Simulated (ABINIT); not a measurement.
ABINIT run on YMg6Ga (Amm2, 8 atoms in the cell): self-consistent single point.

Method of the run: PBEsol, PAW (JTH v2.0 PBE PAW, files made for PBE) (plane waves; ABINIT 10.0.3).

```
YMg6Ga
1.0
    5.05190     0.00000     0.00000
    0.00000     3.33935     5.75643
    0.00000    -3.33935     5.75643
Y Mg Ga
1 6 1
Direct
  0.50000   0.32495   0.32495
  0.50000   0.83793   0.32497
  0.50000   0.32497   0.83793
  0.50000   0.83579   0.83579
  0.00000   0.67715   0.16171
  0.00000   0.16171   0.67715
  0.00000   0.66745   0.66745
  0.00000   0.17005   0.17005
```

Reference input (self-consistent single point, DFT, LDA (PW92), plane waves, PAW (JTH v2.0 LDA PAW)): pseudos = [Y.LDA_PW-JTH.xml, Mg.LDA_PW-JTH.xml, Ga.LDA_PW-JTH.xml]; ecut = 40 Ry; pawecutdg = 80 Ry; pawxcdev = 0; occopt = 3; tsmear = 0.00367493 Ha; ngkpt = 4 3 3; nshiftk = 1; shiftk = 0 0 0; potentials = JTH v2.0 LDA PAW; nband = 53; kptopt = 1. This run's input differs from it in these lines:

```diff
@@ -1,4 +1,4 @@
-# YMg6Ga, JTH v2.0 LDA PAW
+# YMg6Ga, JTH v2.0 PBE PAW
 pp_dirpath "./"
-pseudos "Y.LDA_PW-JTH.xml, Mg.LDA_PW-JTH.xml, Ga.LDA_PW-JTH.xml"
+pseudos "Y.GGA_PBE-JTH.xml, Mg.GGA_PBE-JTH.xml, Ga.GGA_PBE-JTH.xml"
 acell 3*1.0 Angstrom
@@ -25,2 +25,3 @@
 pawxcdev 0
+ixc -116133
 occopt 3
```

Its files differ too (potentials: JTH v2.0 LDA PAW → JTH v2.0 PBE PAW).

The program printed (abridged):

```
--- !BeginCycle
solver: {iscf: 17, nstep: 100, nline: 4, wfoptalg: 10, }
tolerances: {toldfe: 1.00E-09, }
...

     iter   Etot(hartree)      deltaE(h)  residm     nres2
 ETOT  1  -495.02523967991    -4.950E+02 3.637E+00 9.372E+00
 ETOT  2  -498.43861548560    -3.413E+00 1.270E-02 4.488E+00
 ETOT  3  -498.41483290393     2.378E-02 3.425E-03 9.052E-01
 ETOT  4  -498.41390405071     9.289E-04 1.352E-03 2.851E-01
 ETOT  5  -498.41310808600     7.960E-04 2.811E-04 1.369E-02
   [... 3 lines left out ...]
 ETOT  9  -498.41310822640     2.620E-08 1.048E-04 2.937E-06
 ETOT 10  -498.41310821793     8.477E-09 1.216E-04 1.007E-07
 ETOT 11  -498.41310821833    -4.013E-10 7.138E-05 1.207E-08
 ETOT 12  -498.41310821832     1.268E-11 9.064E-05 1.594E-09
 At SCF step   12, etot is converged :
  for the second time, diff in etot=  1.268E-11 < toldfe=  1.000E-09

 Cartesian components of stress tensor (hartree/bohr^3)
  sigma(1 1)=  1.08539276E-04  sigma(3 2)=  0.00000000E+00
  sigma(2 2)=  7.53701889E-05  sigma(3 1)=  0.00000000E+00
  sigma(3 3)=  8.94671904E-05  sigma(2 1)=  0.00000000E+00

 ----iterations are completed or convergence reached----

 reduced coordinates (array xred) for    8 atoms
       0.500000000000      0.324950000000      0.324950000000
       0.500000000000      0.837930000006      0.324969999994
       0.500000000000      0.324969999994      0.837930000006
       0.500000000000      0.835790000003      0.835790000003
       0.000000000000      0.677149999992      0.161710000004
       0.000000000000      0.161710000004      0.677149999992
   [... lines left out ...]
 Fermi (or HOMO) energy (hartree) =   0.17043   Average Vxc (hartree)=  -0.31819
   [... lines left out ...]
'-kT*entropy'       : -5.35662398631168E-03
total_energy        : -4.98413114602183E+02
total_energy_eV     : -1.35625105822982E+04
...

-Cartesian components of stress tensor (GPa)         [Pressure= -2.6810E+00 GPa]
- sigma(1 1)=  3.19333522E+00  sigma(3 2)=  0.00000000E+00
- sigma(2 2)=  2.21746714E+00  sigma(3 1)=  0.00000000E+00
- sigma(3 3)=  2.63221518E+00  sigma(2 1)=  0.00000000E+00

 Calculation completed.
```

The run converged in 12 iterations. Against the reference run the pressure goes from -4.08 to -2.68 GPa and the largest force goes from 0.186 to 0.154 eV/Å.

The starting cell comes from a database of computed structures (which also holds hypothetical and non-ambient phases and stackings), without a prior relaxation at this level. Its lattice was rescaled by a random factor within 2.5 % of one. The potentials were made for another functional than the one used.

Cost on one core of a shared machine: roughly 2 min.
